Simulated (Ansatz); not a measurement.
Antifluorite Be₂C

Level of theory: LC-ωPBE in Ansatz (plane waves, PAW).

Run with plane-wave cutoff 460 eV, 10×10×10 k mesh, Fermi–Dirac smearing 0.01 eV, scalar-relativistic PAW data made under PBE.

Cell (measured lattice):

```
CELL_PARAMETERS angstrom
      0.00000     2.17000     2.17000
      2.17000     0.00000     2.17000
      2.17000     2.17000     0.00000
ATOMIC_POSITIONS crystal
  Be 0.25000 0.25000 0.25000
  Be 0.75000 0.75000 0.75000
  C  0.00000 0.00000 0.00000
```

For antifluorite Be₂C, the band gap is 6.48 eV (on the SCF k mesh) (indirect) and the smallest direct gap on the k points sampled comes out as 9.84 eV.

Note: cell and atoms aren't relaxed at this level (pressure -7.4 GPa).

The computed numbers hold no vibrational or temperature effects.

Ansatz is a first-principles code.
